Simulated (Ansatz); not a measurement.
The reference is Ga$_{2}$O$_{3}$ in the corundum structure (space group R-3c, No. 167; a = 4.950 Å, c = 13.306 Å (hexagonal axes)). Axes: x lies along a and z along c of the hexagonal cell.

The values are results of Ansatz (a first-principles code) LDA, without spin-orbit coupling, not measurements.

Strains are applied to the cell and any free atomic positions relax; under biaxial strain the out-of-plane vector relaxes too.

One change was made to it. Results:

```tsv
quantity	base	after
band gap	3.04 eV	2.61 eV
smallest direct gap	3.31 eV	2.80 eV
pressure (mean of the normal stresses, compression positive)	0.00 GPa	-6.94 GPa
```

Question: Which change produced these results?
A) biaxial strain +1.50 %, plane normal [001], relaxed out of plane
B) biaxial strain +3.00 %, plane normal [001], relaxed out of plane
C) biaxial strain +2.25 %, plane normal [001], relaxed out of plane
D) biaxial strain +0.75 %, plane normal [001], relaxed out of plane

Answer: C, biaxial strain +2.25 %, plane normal [001], relaxed out of plane. For comparison, the band gap in the other runs: biaxial strain +0.75 %, plane normal [001], relaxed out of plane gives 2.91 eV; biaxial strain +3.00 %, plane normal [001], relaxed out of plane gives 2.45 eV; biaxial strain +1.50 %, plane normal [001], relaxed out of plane gives 2.77 eV.

Stability against distortions was not tested.
